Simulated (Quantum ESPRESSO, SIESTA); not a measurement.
## Equation of state of wurtzite CdS (space group 186): energy against volume (SIESTA, LDA)

```yaml
crystal:
  lattice:
    - [3.97898, 0.00000, 0.00000]
    - [-1.98949, 3.44590, 0.00000]
    - [0.00000, 0.00000, 6.45864]
  atoms:
    - { symbol: Cd, position: [0.33333, 0.66667, 0.00000] }
    - { symbol: Cd, position: [0.66667, 0.33333, 0.50000] }
    - { symbol: S, position: [0.33333, 0.66667, 0.37700] }
    - { symbol: S, position: [0.66667, 0.33333, 0.87700] }
```

Computed with LDA PW92, numerical atomic orbitals TZP, PseudoDojo LDA standard norm-conserving potentials (rewritten from UPF to PSML) (SIESTA 5.4.2). Settings: XC.functional = LDA; XC.authors = PW92; potentials = PseudoDojo LDA standard; PAO.BasisSize = TZP; PAO.EnergyShift = 0.005 Ry; MeshCutoff = 390 Ry; kgrid.MonkhorstPack = 9 9 5; OccupationFunction = FD; ElectronicTemperature = 0.01 eV; MaxSCFIterations = 150; SCF.Mixer.Method = Pulay; SCF.Mixer.Weight = 0.1; SCF.Mixer.History = 6; SCF.DM.Tolerance = 1.0E-04. The cell above is the first row's. The rows scale it uniformly. In all rows fractional positions and the k mesh are held. E is the free energy at the stated smearing, counted from the lowest row.

```csv
V (Å^3/atom),E (meV/atom)
22.139,26.35
22.620,12.00
23.101,3.41
23.583,0.00
24.064,1.23
24.545,6.59
25.027,15.66
25.508,28.05
25.989,?
```

Task: Using the third-order Birch-Murnaghan form, a cubic in V^(-2/3), estimate the missing E at V = 25.989 from the other rows, showing the fit.

Result: With u = V^(-2/3) - 0.121, the rows have u = 0.005832, 0.004027, 0.002286, 0.000600, -0.001026, -0.002598, -0.004123, -0.005597. Least squares gives E = -0.058 - 397.7·u + 835255·u² + 1622192·u³. Residuals (row less fit): -0.003, 0.008, -0.007, -0.004, 0.002, 0.006, -0.007, 0.001; standard error 0.008 (degrees of freedom: 4). Its minimum lies at u = 0.000238, so V0 = (0.121238)^(-3/2) = 23.69. There d²E/du² = 1673000 and d³E/du³ = 9733000, so B0 = (4/9) × 23.69^(-7/3) × 1673000 × 0.160218 = 73.9 GPa (the last factor turns the table's units into GPa), and B0' = 4 + (2/3) × 0.121238 × (9733000)/1673000 = 4.5. The program's pressures in the fitted runs (not shown) pass through zero at V = 23.69, 0.00 % from this V0. At the withheld row, u = -0.007026, so E = -0.058 - 397.7 × (-0.007026) + 835255 × (-0.007026)² + 1622192 × (-0.007026)³ = 43.406 meV/atom. The calculation gives 43.42 meV/atom, 0.014 meV/atom above the prediction (under 0.05 % of the range of E in the table). The row lies outside the fitted rows, so this is an extrapolation. From the scatter of the fitted rows alone, a prediction at this place has a standard error of 0.019 meV/atom, so the miss is 0.8 times that.

Carrying the step between the two nearest rows on in a straight line would have given 40.44, off by 2.98; series whose last step already gives the withheld value aren't shown. The scan was laid around a cell of about the measured size, scaled by a guess for this functional; axis ratios and inner coordinates come from that cell. The runs keep the symmetry of the cell, so they don't test it for distortions. A plane-wave scan with the same functional (Quantum ESPRESSO, GBRV) gives V0 = 24.00 Å^3/atom and B0 = 67.5 GPa; a Birch-Murnaghan fit to all rows here lies -1.3 % from it in V0 and 9 % in B0; the two differ in basis, and may differ in potentials and mesh. Values carry the incompleteness of an atom-centred basis. The shape of the cell and the inner coordinates aren't relaxed, so V0 and B0 belong to this uniform scaling; a relaxed crystal lies no higher in energy and is usually softer. Cutoffs and mesh are single choices, not tested for convergence of this quantity. Series with a scatter that would blur these digits, or in which a gap closes, are not shown. Nor are scans whose minimum lies at an end fitted in this form.
